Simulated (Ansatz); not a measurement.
BN under load (space group F-43m), r2SCAN, rigid bands run with Ansatz (an electronic-structure program). Condition of this run: hydrostatic pressure of 18 GPa (compression positive) (the target of the relaxation). Band gap 5.06 eV, N_c = 2.04e19 cm⁻³ and N_v = 8.20e19 cm⁻³ at 300 K, conductivity masses of 0.377 mₑ (electrons) and 0.670 mₑ (holes). Take k_BT = 0.02585 eV.

**Question.** Find the intrinsic carrier density and the intrinsic Fermi level.

**Answer.** n_i = √(N_c N_v) exp(−E_g/2k_BT) = 4.09e19 × exp(−97.86) = 1.3e-23 cm⁻³. The level lies (k_BT/2) ln(N_v/N_c) = 18 meV from mid-gap (positive towards the conduction band). Each 0.1 eV added to the gap lowers n_i by a factor of 6.9.

**Question.** What thermal injection velocity √(2k_BT/πm) limits a ballistic channel?

**Answer.** 8.76e6 cm/s for electrons and 6.57e6 cm/s for holes, a ratio of √(m_h/m_e) = 1.33, for dilute carriers.

**Question.** A film of it is 8 nm thick. Estimate the confinement energies in an infinite well.

**Answer.** ħ²π²/(2m t²) = 0.376 eV·nm²/(m/mₑ × t²) gives 15.6 meV for electrons and 8.77 meV for holes, so the gap would widen to about 5.08 eV. Finite barriers and nonparabolic bands lower this, and with several valleys or bands the heaviest mass along the normal sets the lowest level, not this average.

Rigid bands with the computed gap; masses take one relaxation time for all states. Spin-orbit coupling is left out. Geometry: cell and atoms relaxed with PBEsol.
